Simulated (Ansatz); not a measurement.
Ba2CuHgO4 (space group P4/mmm, No. 123; a cell from a computed database, its experimental status unchecked)

```
Ba2CuHgO4
1.0
    3.85260     0.00000     0.00000
    0.00000     3.85260     0.00000
    0.00000     0.00000     9.55030
Ba Cu Hg O
2 1 1 4
Direct
  0.50000   0.50000   0.69656
  0.50000   0.50000   0.30344
  0.00000   0.00000   0.50000
  0.00000   0.00000   0.00000
  0.00000   0.00000   0.79351
  0.00000   0.00000   0.20649
  0.00000   0.50000   0.50000
  0.50000   0.00000   0.50000
```

Computed with PBEsol/PAW in Ansatz (a program for electronic structure), no SOC. k-mesh 12×12×5 (Γ-centred); smearing 0.05 eV (Fermi–Dirac).

- Volume per atom: 17.72 Å³
- Density: 7.06 g/cm³
- Band gap: zero
- Total energy: -4278.595 eV/atom (σ→0; compares only within this code and set-up)

Stability against distortions was not tested. No Hubbard U is applied and the magnetic state is the run's own (Ba2CuHgO4 not spin-polarised); small cells can't hold the antiferromagnetic order that many such compounds have, so gaps and moments can be off. All final runs are without spin polarisation. An odd electron count without spin: Ba2CuHgO4.
